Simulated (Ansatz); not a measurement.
# How the volume per atom of BeSe (model structure, started from the PtS type, P4₂/mmc, No. 131, 4 atoms in the cell) moves with the method

No measured value is used here.

```tsv
level (code)	value (Å³/atom)
PBE (Ansatz)	19.12
PBEsol (Ansatz)	18.44
PBE-D3(BJ) (Ansatz)	[?]
```

Question: Complete the blanks.

Answer: 
- PBE-D3(BJ) (Ansatz, an electronic-structure program), value (Å³/atom): 18.23

Ansatz's density-functional and Hartree–Fock values are scalar-relativistic unless marked +SOC, with PAW data made under PBE.

A model structure was made by putting elements into a prototype or built by hand; it is no filed structure, need not be a known phase, and can be a saddle point held by its symmetry.
